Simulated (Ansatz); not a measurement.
Functionals compared on OH on the 1x1 (101) surface of anatase TiO2 (cut with top plane O), one in a 2x1 cell, started at the site 'over Ti at depth 1.4 Å', in Ansatz (plane waves, PAW). The structure was relaxed with PBE; the other rows are single points on it, each with its references at the same level. Cutoff 420 eV (500 eV for r2SCAN). The points keep PBE's geometry, so the relaxation of a polaron and the settling of charge on one site are left out. HSE06 used the coarser mesh 2x3x1.

Host crystal: anatase TiO2, with a band gap (PBE, scalar-relativistic without spin-orbit coupling).

Model: 38-atom slab, 9.4 Å thick at the start under the adsorbate (thin: gaps and levels are the slab's own), 3x4x1 mesh, Fermi-Dirac 0.01 eV, dipole correction, 14 atoms held, the rest relaxed; no symmetry held; spin-polarised, ending with about 1.0 μB a cell; orders that need a larger cell were not tried, no spin-orbit, no U, no dispersion correction. It is one chosen start, not shown to be the lowest state of the adsorbate. These notes are the PBE run's. r2SCAN: The program's check for a lower electronic state was not made. HSE06: The program's check for a lower electronic state was not made. Adsorption energies are against H2O(g) − ½ H2(g). A negative adsorption energy means that the adsorbate is more stable on the surface than in its reference.

A dash marks a value that is undefined for that row or was read on another mesh.

```tsv
functional	adsorption energy (eV)	gap of the slab on its k-mesh (eV)	highest filled level below the top vacuum level (eV)	magnetic moment of the cell (μB)
PBE	2.86	0.84	6.88	1.00
RPBE	3.02	0.87	6.75	1.00
r2SCAN	…	…	…	1.00
HSE06	3.06	–	–	1.00
```

Task: Complete the blanks.

Result: 
- r2SCAN, adsorption energy (eV): 2.72
- r2SCAN, gap of the slab on its k-mesh (eV): 1.42
- r2SCAN, highest filled level below the top vacuum level (eV): 7.08

Ansatz is a quantum-chemistry and plane-wave program.
